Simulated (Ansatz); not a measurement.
# AlN under a change: pressure 15 GPa

Consider AlN in the wurtzite structure (space group P6_3mc, No. 186; a = 3.107 Å, c = 4.979 Å).

The change: a hydrostatic pressure of 15 GPa.

Level of theory: DFT with r2SCAN, PAW potentials and a 500 eV plane-wave cutoff in Ansatz (a quantum-chemistry and plane-wave program), spin-orbit coupling left out. Γ-centred 12×12×7 mesh, Fermi–Dirac width 0.05 eV.

| quantity | base | changed | shift |
|---|---|---|---|
| volume per atom | 10.40 Å³ | 9.76 Å³ | -0.64 Å³ |
| density | 3.27 g/cm³ | 3.49 g/cm³ | +0.214 g/cm³ |
| lattice parameter a | 3.107 Å | 3.047 Å | -0.060 Å |
| c/a ratio | 1.602 | 1.595 | -0.0077 |
| shortest interatomic distance | 1.888 Å | 1.849 Å | -0.039 Å |
| enthalpy H = E + PV relative to the base's energy | – | +0.94 eV/atom | – |
| band gap | 4.88 eV | 5.44 eV | +0.56 eV |
| gap character | direct at Γ | direct at Γ | – |
| mean gap deformation potential ΔEg/Δln V | – | -8.8 eV | – |
| width of the top valence band | 2.41 eV | 2.54 eV | +0.13 eV |
| electron mass | – | 0.33 mₑ (at Γ) | – |
| valence-band top at Γ (three highest levels, from the VBM) | 0.00, -0.22, -0.22 eV | 0.00, -0.30, -0.30 eV | – |

Load acts through the strain it causes; cell and atoms are relaxed under it. Masses are band curvatures over ±0.01 Å⁻¹ around the edge. No phonon test of stability was made. Measured, AlN leaves this structure (for rock salt) near 14 GPa (temperature not stated; as listed in Datta, Sujoy, Jana, Debnarayan, arXiv (2020)), on rising pressure, with hysteresis.
